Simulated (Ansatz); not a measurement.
Cost and result by functional for the adsorption energy of F on the 1x1 (101) surface of anatase TiO2 (cut with top plane O), one in a 2x1 cell, started at the site 'over Ti at depth 1.4 Å', in Ansatz (plane waves, PAW). Single points on the PBE structure, on one kind of machine; costs are rough ratios of the slab run's core time (references not counted) to the cheapest single point. r2SCAN's cost holds its higher cutoff (500 against 420 eV). Differences are taken against r2SCAN for comparison alone: no measured value is at hand, so the table doesn't rank accuracy. The points keep PBE's geometry, so the relaxation of a polaron and the settling of charge on one site are left out.

Host crystal: anatase TiO2, with a band gap (PBE, scalar-relativistic without spin-orbit coupling).

Model: 37-atom slab, 9.4 Å thick at the start under the adsorbate (thin: gaps and levels are the slab's own), 3x4x1 mesh, Fermi-Dirac 0.01 eV, dipole correction, 14 atoms held, the rest relaxed; no symmetry held; spin-polarised, ending with about 1.0 μB a cell, a value that depends on the mesh; orders that need a larger cell were not tried, no spin-orbit, no U, no dispersion correction. The slab shows no gap over 0.04 eV on its mesh. At the end it is bonded to Ti. In PBE it is, or lies within 0.03 eV of, the lowest of the starts that converged. These notes are the PBE run's. RPBE: The program's check for a lower electronic state was not made. r2SCAN: The program's check for a lower electronic state was not made. Adsorption energies are against ½ F2(g). A negative adsorption energy means that the adsorbate is more stable on the surface than in its reference.

```json
[
 {"functional": "RPBE", "relative cost": "1", "adsorption energy (eV)": "-0.71", "less r2SCAN (eV)": "0.05"},
 {"functional": "r2SCAN", "relative cost": "2", "adsorption energy (eV)": "-0.77", "less r2SCAN (eV)": "0.00"},
 {"functional": "PBE (the relaxed run's value)", "relative cost": "–", "adsorption energy (eV)": "-0.80", "less r2SCAN (eV)": "-0.03"}
]
```

The values span 0.08 eV, while the single points' costs differ by a factor of roughly 2. Differences are of unrounded values.

Ansatz is a first-principles code.
